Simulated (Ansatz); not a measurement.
Start from PtTe2 (space group P-3m1, No. 164; a = 4.053 Å, c = 5.097 Å; layered; relaxed with 0.1 eV smearing).

Computed with Kohn–Sham DFT with the PBE-D3(BJ) functional, run in Ansatz (a quantum-chemistry and plane-wave program) with PAW and 420 eV plane waves, without spin-orbit coupling.

Before the change:

```
Quantity    Value
--------  -------
Pressure  0.0 GPa
Band gap     zero
```

Now apply this change: the cell is scaled by 1.0231 in all directions, atoms relaxed at fixed cell.

**Question.** Estimate the effect on the energy relative to the base.

**Answer.** The energy goes up by 25 meV/atom.

**Question.** Estimate the effect on the largest internal atomic displacement.

**Answer.** The largest internal atomic displacement comes out as 0.056 Å.

**Question.** What happens to the pressure?

**Answer.** The pressure (mean of the normal stresses, compression positive) goes from zero to -4.4 GPa.

**Question.** How does this affect the band gap?

**Answer.** The band gap stays zero.

The cells carry an imposed strain or load. No phonon test of stability was made. The final runs are not spin-polarised.
